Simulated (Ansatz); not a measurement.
Results of PBEsol in Ansatz (PAW) for SnSe2 (model structure, started from the CdCl2 type, R-3m, No. 166, 3 atoms in the cell).

Run with plane-wave cutoff 500 eV, 12×12×12 k mesh, Fermi–Dirac smearing 0.05 eV, scalar-relativistic PAW data made under PBE.

Cell (relaxed at this level):

SnSe2 is taken in the trigonal space group R-3m, hexagonal axes (No. 166), Pearson symbol hR3. Conventional cell: a = 3.812 Å, b = 3.812 Å, c = 19.251 Å, α = 90.00°, β = 90.00°, γ = 120.00°. Sn on 3a is surrounded by 6 Se at 2.712 Å (octahedral). Se on 6c is surrounded by 3 Sn at 2.712 Å (trigonal pyramidal). (Neighbours: up to the widest gap in distance over summed covalent radii, below 1.35, at either atom; cation-cation and far metal-metal contacts left out.)
(The calculation used a cell of 3 atoms; values per cell refer to that cell.)

Task: Estimate the band gap that the calculation returns.

Result: 
* **band gap**: 0.26 eV (on the SCF k mesh)

Note: the relaxation could raise the start's symmetry but not lower it, so the cell can be a saddle point; the cell has widely spaced layers and the level no dispersion term, so their spacing and the moduli can rest on weak binding.

Spin–orbit coupling is not included.

The computed numbers hold no vibrational or temperature effects.

The result took roughly 4 core-minutes.

A model structure was made by putting elements into a prototype or built by hand; it is no filed structure, need not be a known phase, and can be a saddle point held by its symmetry.

Ansatz is an electronic-structure program.
